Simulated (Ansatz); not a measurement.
Consider PbS in the rock salt structure (space group Fm-3m, No. 225; a = 5.903 Å).

Level of theory: PBEsol (Ansatz, a program for electronic structure; PAW; 420 eV plane waves; without spin-orbit coupling).

For the base:

The valley order comes out as L along ⟨111⟩ 0.19 eV; a point along ⟨110⟩, about 0.7 Å⁻¹ from Γ 1.14 eV and the lattice parameter a comes out as 11.154 bohr.

Now apply this change: cell and atoms relaxed at a pressure of 0.9 GPa.

How does this affect the valley order and lattice parameter a?

The valley order (the lowest conduction-band minima on the path, energy above the VBM, named in the base's zone) becomes L along ⟨111⟩ 0.14 eV; a point along ⟨110⟩, about 0.7 Å⁻¹ from Γ 1.10 eV (base: L along ⟨111⟩ 0.19 eV; a point along ⟨110⟩, about 0.7 Å⁻¹ from Γ 1.14 eV); the lattice parameter a drops by 0.053 bohr, from 11.154 bohr to 11.101 bohr.

With Pb present, leaving out spin-orbit coupling can change the band edges. The levels and masses belong to the bands next to the band gap. Load acts through the strain it causes; cell and atoms are relaxed under it. Whether these cells are dynamically stable was not tested.
